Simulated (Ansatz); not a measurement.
**How far to go with the plane-wave cutoff: CdHOF (P1, 8 atoms in the cell)**

```
CELL_PARAMETERS angstrom
      3.55203     0.00000     0.00000
      0.00000     4.86891     0.00000
     -0.00820     0.00000     5.65609
ATOMIC_POSITIONS crystal
  Cd 0.74778 0.75453 0.74221
  Cd 0.25224 0.25453 0.26663
  H  0.74970 0.68417 0.27240
  H  0.25030 0.18417 0.72760
  O  0.24816 0.02155 0.61969
  O  0.75184 0.52155 0.38031
  F  0.24887 0.47975 0.89420
  F  0.75113 0.97975 0.10580
```

Method: PBEsol, default PAW files made with PBE (plane waves; Ansatz, an electronic-structure program).

Base settings: basis.ecutwfc = 420 eV; kpoints.mp_grid.grid = 5 3 3; hamiltonian.xc = pbesol; hamiltonian.pseudopotentials = {kind: paw} (the program's default PAW files); scf.occupations.method = fixed.

The second cell is the first with its lattice scaled by 0.98.

The mesh stays at the base's, so the ladder's end is converged at best in this setting alone.

The first pressure column holds Ansatz's estimate of the finite-basis (Pulay) stress, which hides part of the cutoff error; the other is without it.

Only quantities that move along the ladder and can be compared are tabulated.

The count of work is k-points × plane waves × bands × iterations; it is no time. 

The starting cell comes from a database of computed structures (which also holds hypothetical and non-ambient phases and stackings), without a prior relaxation at this level. Its lattice was rescaled by up to half a per cent. One atom was moved a little off its site on purpose. In the base run, with a pressure of about -6 GPa the cell is away from its equilibrium volume at this level.

| basis.ecutwfc | free energy less the last step's (meV/atom) | energy of the compressed cell less the first (meV/atom) | pressure (GPa) | pressure without the Pulay estimate (GPa) | largest difference of a force vector from the last step's (eV/Å) | count of work / last |
|---|---|---|---|---|---|---|
| 145 eV | 38273.53 | 295.33 | 27.02 | -1404.17 | 3.714 | 0.068 |
| 170 eV | 18206.84 | -31.75 | -7.00 | -820.25 | 2.281 | 0.084 |
| 190 eV | 10051.29 | -141.41 | -18.48 | -516.40 | 1.201 | 0.093 |
| 210 eV | 5519.32 | -81.68 | -13.64 | -318.88 | 0.741 | 0.11 |
| 230 eV | 2988.75 | -36.41 | -9.33 | -193.45 | 0.328 | 0.13 |
| 250 eV | 1610.55 | -20.63 | -7.68 | -116.89 | 0.176 | 0.14 |
| 295 eV | 381.63 | -14.02 | -5.92 | -37.96 | 0.103 | 0.18 |
| 335 eV | 101.36 | -13.82 | -5.89 | -15.98 | 0.030 | 0.19 |
| 380 eV | 21.12 | -15.04 | -5.89 | -8.39 | 0.035 | 0.23 |
| 420 eV | 5.29 | -14.95 | -5.92 | -6.53 | 0.021 | 0.26 |
| 460 eV | 2.04 | -15.03 | -5.92 | -6.05 | 0.013 | 0.30 |
| 505 eV | 1.40 | -15.06 | -5.93 | -5.96 | 0.010 | 0.39 |
| 565 eV | 1.04 | -15.09 | -5.94 | -5.97 | 0.006 | 0.46 |
| 630 eV | 0.73 | -15.11 | -5.94 | -5.96 | 0.004 | 0.55 |
| 735 eV | 0.53 | -15.14 | -5.95 | -5.96 | 0.002 | 0.62 |
| 840 eV | 0.25 | -15.15 | -5.95 | -5.97 | 0.001 | 0.85 |
| 1010 eV | 0.00 | -15.16 | -5.95 | -5.95 | 0.000 | 1.0 |

Coarsest basis.ecutwfc that holds the forces within 0.005 eV/Å of the last step, with all finer ones: 630 eV; the step before is off by 0.006 eV/Å.

Coarsest basis.ecutwfc that holds the energy of the compressed cell less the first within 2 meV/atom of the last step, with all finer ones: 295 eV, at 0.18 of the last step's count of work; the step before is off by 5.5 meV/atom.

The energy difference between the two cells stays within 1 meV/atom of the last step's from 380 eV on, the total only from 630 eV on: much of the error is common to both cells and cancels.

At the lowest cutoff the pressure without the Pulay estimate lies 1400 GPa under the last step's, the usual sign of Pulay stress in an incomplete plane-wave basis.

Keys are those of Ansatz 0.2.
